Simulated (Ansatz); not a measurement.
What uniaxial strain ε_zz = −1.00 % does to GaP

Base system: GaP in the zinc blende structure (space group F-43m, No. 216; a = 5.391 Å). Axes: x, y, z lie along the cube axes.

Perturbation: uniaxial strain ε_zz = −1.00 %, all other strain components held at zero, atoms relaxed at fixed cell.

The values are results of LDA (Ansatz, a program for electronic structure; PAW; 420 eV plane waves; without spin-orbit coupling), not measurements. Γ-centred 11×11×11 mesh, Fermi–Dirac width 0.05 eV.

The volume per atom shrinks by 0.20 Å³ (19.59 Å³ → 19.39 Å³) and the space group goes from F-43m (No. 216) to I-4m2 (No. 119). The shortest interatomic distance drops by 0.008 Å (2.335 Å → 2.327 Å) and the energy goes up by 0.9 meV/atom. The band gap drops by 0.116 eV to 1.27 eV and the gap character amounts to indirect, Γ → Γ–M (87 % along). The smallest direct gap goes up by 0.045 eV, from 1.88 eV to 1.93 eV and the electron mass stays 1.1 mₑ along k, 0.22 mₑ across (off the special points). The valence-band top at Γ (three highest levels, from the VBM) changes from 0.00, 0.00, 0.00 eV to 0.00, -0.06, -0.06 eV and the stress (xx, yy, zz, yz, xz, xy; compression positive) amounts to (0.66, 0.66, 1.43, 0.00, 0.00, 0.00) GPa.

Final structure:

```xyz
2
Lattice="0.0000 2.6957 2.6687 2.6957 0.0000 2.6687 2.6957 2.6957 0.0000" Properties=species:S:1:pos:R:3 pbc="T T T"
Ga     0.0000     0.0000     0.0000
P      1.3478     1.3478     1.3344
```

Effective masses come from finite differences of ±0.01 Å⁻¹. Along k means along the line from Γ to the band edge. No phonon test of stability was made. k-point labels follow each cell's own Brillouin zone.
